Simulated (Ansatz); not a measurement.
Structures of equal composition on the (000-1) surface of 4H silicon carbide (C plane on top): (√3x√3)R30° Bi adatom at H3; (√3x√3)R30° Bi adatom at T4. The slabs share one bottom face, and each structure is named by its start. These are constructed structures in small cells; real faces may alloy, dewet or reconstruct in larger ones, and not all known structures of the face are among them. Slabs of about 11 Å with all that they carry, Fermi-Dirac smearing of 0.025 eV. Bottom of the slabs: H caps. Relaxed from the named starts with such symmetry as they have, on meshes of like density; energies extrapolated to zero smearing; no spin-orbit coupling, no U. Spin-polarised runs, if any, are marked in brackets, and their order is one that fits the cell; the others ran without spin. Where a second, spin-polarised start was run, the lower counts.

Host crystal: 4H silicon carbide, with a band gap (PBE, scalar-relativistic without spin-orbit coupling).

The numbers are results of PBE (plane waves to 420 eV, PAW; Ansatz, an electronic-structure program), not measurements.

Problem. Rank these by energy per 1x1 cell (lowest first), as PBE gives it.

Solution. (√3x√3)R30° Bi adatom at T4 (0.000 eV, gap 1.90 eV on the mesh), (√3x√3)R30° Bi adatom at H3 (0.059 eV, gap 1.65 eV on the mesh)
